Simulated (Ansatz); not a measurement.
SnS in the GeS type structure (space group Pnma, No. 62)

```cif
data_S4Sn4
_chemical_formula_sum 'Sn4 S4'
_space_group_name_H-M_alt 'P 1'
_space_group_IT_number 1
_cell_length_a 10.91250
_cell_length_b 3.95362
_cell_length_c 4.11052
_cell_angle_alpha 90.000
_cell_angle_beta 90.000
_cell_angle_gamma 90.000
loop_
_space_group_symop_operation_xyz
  'x, y, z'
loop_
_atom_site_label
_atom_site_type_symbol
_atom_site_fract_x
_atom_site_fract_y
_atom_site_fract_z
_atom_site_occupancy
Sn1 Sn 0.61726 0.75000 0.59245 1
Sn2 Sn 0.88274 0.25000 0.09245 1
Sn3 Sn 0.38274 0.25000 0.40755 1
Sn4 Sn 0.11726 0.75000 0.90755 1
S1 S 0.35513 0.75000 0.97622 1
S2 S 0.14487 0.25000 0.47622 1
S3 S 0.64487 0.25000 0.02378 1
S4 S 0.85513 0.75000 0.52378 1
```

Method: PBEsol-D3(BJ)/PAW in Ansatz (a first-principles code), spin-orbit coupling left out, earlier PAW set. Γ-centred 3×8×8 mesh, Fermi–Dirac width 0.05 eV.

```yaml
volume_per_atom: 22.17 Å³
density: 5.65 g/cm³
band_gap: 0.30 eV, indirect, Γ–Z (83 % along) → Γ
total_energy: -3418.184 eV/atom (σ→0; compares only within this code and set-up)
```

No phonon test of stability was made. The zero or small gap of SnS can change with the level of theory.
